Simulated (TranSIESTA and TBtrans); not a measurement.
# Cu chain with one bond stretched by 2.0 Å

System: Cu chain with one bond stretched by 2.0 Å. Leads: straight Cu chain, spacing 2.438 Å. Geometry: as built, not relaxed.

Computed with TranSIESTA and TBtrans, PBE, DZP numerical orbitals (energy shift 0.15 eV), PseudoDojo norm-conserving scalar-relativistic potentials, mesh cutoff 200 Ry, 300 K, no spin polarisation, no spin-orbit coupling; self-consistent non-equilibrium Green functions.

```
Item                               Value
---------------------------------  -----
Conductance at 300 K (G0 = 2e²/h)   0.21
Mean T from −0.5 to 0.5 eV          0.21
```

Energies count from the leads' Fermi level. Transmissions are for one spin of a degenerate pair. The energy step is 0.01 eV; narrower resonances are cut or missed.

| E (eV) | T | lead channels |
|---|---|---|
| -1.95 | 0.013 | 1 |
| -1.80 | 0.019 | 1 |
| -1.65 | 0.026 | 1 |
| -1.50 | 0.034 | 1 |
| -1.35 | 0.044 | 1 |
| -1.20 | 0.055 | 1 |
| -1.05 | 0.067 | 3 |
| -0.90 | 0.084 | 3 |
| -0.75 | 0.12 | 4 |
| -0.60 | 0.16 | 4 |
| -0.45 | 0.16 | 4 |
| -0.30 | 0.18 | band edge |
| -0.15 | 0.28 | band edge |
| 0.00 | 0.21 | 1 |
| 0.15 | 0.22 | 1 |
| 0.30 | 0.22 | 1 |
| 0.45 | 0.22 | 1 |
| 0.60 | 0.23 | 1 |
| 0.75 | 0.23 | 1 |
| 0.90 | 0.24 | 1 |
| 1.05 | 0.26 | 1 |
| 1.20 | 0.27 | 1 |
| 1.35 | 0.29 | 1 |
| 1.50 | 0.31 | 1 |
| 1.65 | 0.34 | 1 |
| 1.80 | 0.36 | 1 |
| 1.95 | 0.39 | 1 |

The leads' channel count changes near -0.03 eV, within the thermal window, so values at the Fermi level hang on where that band edge falls. The straight chain is held at its spacing; free chains may zigzag or dimerise. No spin-polarised start was tried, so a magnetic state, if there is one, is missed.
